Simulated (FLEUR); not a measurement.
Band structure of PtAu (R-3m, 2 atoms in the cell).

```
CELL_PARAMETERS angstrom
      1.40965     0.81386     4.75341
     -1.40965     0.81386     4.75341
      0.00000    -1.62772     4.75341
ATOMIC_POSITIONS crystal
  Pt 0.50000 0.50000 0.50000
  Au 0.00000 0.00000 0.00000
```

Level of theory: FLEUR with LDA (Vosko-Wilk-Nusair), all-electron FLAPW (FLEUR), scalar-relativistic valence.

Settings: Kmax = 4 1/bohr; GmaxXC = 16 1/bohr; xcFunctional = vwn; jspins = 1; l_soc = F; mode = hist; fermiSmearingEnergy = 0.00183747 Htr; mesh (inpgen div1-3) = 11 11 11; inpgen gamma flag = false; Gmax = 16 1/bohr; numbands = 0; maxIterBroyd = 99; imix = Anderson; alpha = 0.05.

The starting cell comes from a database of computed structures (which also holds hypothetical and non-ambient phases and stackings), without a prior relaxation at this level. Spin-orbit coupling is off. Spin polarisation is off. Values depend on the basis (sphere radii, cutoffs, local orbitals), which need not be converged.

Levels in eV from the Fermi level, bands 13 to 20:
```tsv
point	13	14	15	16	17	18	19	20
Γ	-3.40	-2.00	-2.00	-0.54	-0.26	-0.26	4.24	14.73
L	-2.87	-1.49	-1.26	0.54	1.98	2.90	6.28	6.84
Z	-2.77	-2.77	-2.50	-2.50	-0.80	-0.80	11.66	12.10
F	-0.85	-0.33	-0.25	0.06	0.57	1.78	4.75	7.50
P1	-1.31	-0.88	-0.60	0.51	1.25	1.43	4.74	8.54
P	-1.31	-0.88	-0.60	0.51	1.25	1.43	4.74	8.54
```
